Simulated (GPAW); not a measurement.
A user runs GPAW on MoSeS (P3m1, 6 atoms in the cell) and asks whether the run is sound. The aim is a self-consistent single point with DFT PBEsol, plane waves, GPAW PAW datasets PBEsol (made by gpaw-setup).

Cell that was meant: a = 3.2498 Å, b = 3.2498 Å, c = 22.1820 Å, α = 90.00°, β = 90.00°, γ = 120.00°.

Part of the input:

```python
from gpaw import GPAW, PW

atoms = Atoms(['Mo', 'Mo', 'Se', 'Se', 'S', 'S'],
              cell=[[1.719725, 0.000000, 0.000000],
                    [-0.859863, 1.489326, 0.000000],
                    [0.000000, 0.000000, 11.738230]],
              scaled_positions=[[0.333333, 0.666667, 0.151590],
                                [0.666667, 0.333333, 0.450280],
                                [0.333333, 0.666667, 0.525940],
[...]
            nbands=-6,
            convergence={'bands': -4},
            symmetry={'symmorphic': False, 'tolerance': 0.0005},
            maxiter=60)

atoms.calc = calc
```

Output, abridged:

```
Input parameters:
  convergence: {bands: -4}
  kpts: {gamma: True,
         size: (8, 8, 1)}
  maxiter: 60
  mode: {ecut: 600.0,
   [... lines left out ...]
   5 S      0.859863    0.496442    2.590393    ( 0.0000,  0.0000,  0.0000)

Unit cell:
           periodic     x           y           z      points  spacing
  1. axis:    yes    1.719725    0.000000    0.000000    10     0.1489
  2. axis:    yes   -0.859863    1.489326    0.000000    10     0.1489
  3. axis:    yes    0.000000    0.000000   11.738230    70     0.1677

  Lengths:   1.719725   1.719726  11.738230
  Angles:   90.000000  90.000000 120.000007

Effective grid spacing dv^(1/3) = 0.1625
     iter     time        total  log10-change:
                         energy   eigst   dens
iter:   1 --:--:--   633.040918   +1.60
iter:   2 --:--:--   630.808909   +0.66  -0.76
iter:   3 --:--:--   632.412128   +0.35  -0.81
iter:   4 --:--:--   617.972455   +0.67  -0.87
iter:   5 --:--:--   615.158348   -0.35  -0.92
   [... 5 lines left out ...]
iter:  11 --:--:--   596.377307   -1.37  -1.78
iter:  12 --:--:--   596.499523   -1.60  -1.93
iter:  13 --:--:--   596.577196   -2.15  -2.01
iter:  14 --:--:--   596.591633   -2.76  -2.08
iter:  15 --:--:--   596.567866c  -2.19  -2.12
iter:  16 --:--:--   596.567858c  -3.11  -2.63
iter:  17 --:--:--   596.569815c  -3.84  -2.72
iter:  18 --:--:--   596.570677c  -4.06  -2.76
iter:  19 --:--:--   596.570515c  -4.01  -2.82
   [... 7 lines left out ...]
iter:  27 --:--:--   596.569751c  -6.03  -3.79
iter:  28 --:--:--   596.569753c  -6.19  -3.84
iter:  29 --:--:--   596.569742c  -6.59  -3.89
iter:  30 --:--:--   596.569733c  -6.51  -3.99
iter:  31 --:--:--   596.569727c  -5.99  -4.06c
iter:  32 --:--:--   596.569727c  -6.71  -4.18c
iter:  33 --:--:--   596.569727c  -6.53  -4.22c
iter:  34 --:--:--   596.569727c  -7.42c -4.37c
Converged after 34 iterations.

Dipole moment: (-1.208171, 0.697538, -4.021940) |e|*Ang

Energy contributions relative to reference atoms: (reference = -373946.484338)

Kinetic:       +4299.287043
Potential:     -3210.162538
External:        +0.000000
XC:            -459.579725
Entropy (-ST):   +0.000000
Local:          -32.975053
SIC:             +0.000000
--------------------------
Free energy:   +596.569727
Extrapolated:  +596.569727

Showing only first 2 kpts
 Kpt  Band  Eigenvalues  Occupancy
  0    24     33.90381    2.00000
  0    25     35.74897    2.00000
  0    26     37.44225    0.00000
  0    27     39.73754    0.00000

  1    24     36.17307    2.00000
  1    25     38.05402    2.00000
  1    26     39.11693    0.00000
  1    27     40.16797    0.00000

   [... lines left out ...]
Fermi level: 38.42343
No gap
   [... lines left out ...]
  2 Se    0.00000    0.00000  258.44314
  3 Se   -0.00000   -0.00000 -239.04120
  4 S     0.00000    0.00000 -250.66828
  5 S    -0.00000    0.00000  235.44891

Stress tensor:
   -33.641431    -0.000011     0.000000
    -0.000011   -33.641410    -0.000000
     0.000000     0.000000   -29.800869
Stress (GPa, Voigt): [-5.3899515e+03 -5.3899481e+03 -4.7746255e+03 -0.0000000e+00
  0.0000000e+00 -1.8000000e-03]
```

### Question
Is this run sound? If not, what is wrong?

### Answer
The run is not sound. The fault is this: cell numbers converted the wrong way (times 0.529). 1 bohr is 0.529 Å, so a mix-up scales every length by 1.89 or 0.529 and the volume by 6.75 or 0.148. To fix it, give the lengths in the unit that the key or card expects. The run converged in 34 iterations without an error; against the sound input the free energy goes up by 107 eV/atom, the pressure goes from -1.87 to 5185 GPa, the largest force goes from 0.174 to 258.4 eV/Å and no clean gap remains on the mesh (levels overlap or are partly filled), against 0.99 eV before.

The sound input it was made from differs as follows (other fixes are possible):
```diff
-              cell=[[1.719725, 0.000000, 0.000000],
-                    [-0.859863, 1.489326, 0.000000],
-                    [0.000000, 0.000000, 11.738230]],
+              cell=[[3.249810, 0.000000, 0.000000],
+                    [-1.624905, 2.814418, 0.000000],
+                    [0.000000, 0.000000, 22.182040]],
-            maxiter=60)
+            maxiter=150)
```

With that input, the run converged in 25 iterations: free energy E − TS (from the program's reference atoms) -45.5106 eV; top of the valence band (on the code's own zero) 2.02 eV; gap on the k-point mesh 0.99 eV; pressure -1.87 GPa; largest force (vector length) 0.174 eV/Å (DFT PBEsol, plane waves, GPAW PAW datasets PBEsol (made by gpaw-setup)).

On the sound input: the starting cell comes from a database of computed structures (which also holds hypothetical and non-ambient phases and stackings), without a prior relaxation at this level.
